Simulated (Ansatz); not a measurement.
We consider L1₀ (CuAu-type) TiAl, described by HSE06-D3(BJ) (Ansatz, a program for electronic structure, PAW).

Run with plane-wave cutoff 460 eV, 10×10×8 k mesh (along the axes of the cell as run), Fermi–Dirac smearing 0.05 eV, no spin polarisation, scalar-relativistic PAW data made under PBE.

Computed at the level's own relaxed cell.

Q: Give the computed equilibrium lattice constant a (two-atom tetragonal cell) and lattice parameter c (two-atom tetragonal cell).

A: 
- equilibrium lattice constant a (two-atom tetragonal cell): 2.753 Å
- lattice parameter c (two-atom tetragonal cell): 4.004 Å

Measured, for comparison: lattice constant a 2.826 Å (temperature not stated, not corrected to a static lattice, P4/mmm two-atom cell, a_fct/√2; as tabulated in Zope and Mishin (2003), arXiv:cond-mat/0306298); lattice parameter c 4.077 Å (temperature not stated, not corrected to a static lattice; as tabulated in Zope and Mishin (2003), arXiv:cond-mat/0306298). Computed (rounded) less measured: lattice constant a -2.6 %, lattice parameter c -1.8 %. A static lattice is as a rule a little smaller and stiffer than an uncorrected measurement, which narrows the difference in the lattice parameter c and would widen misses of the other sign.

Note: the run has no spin polarisation, so it can have missed a magnetic state.
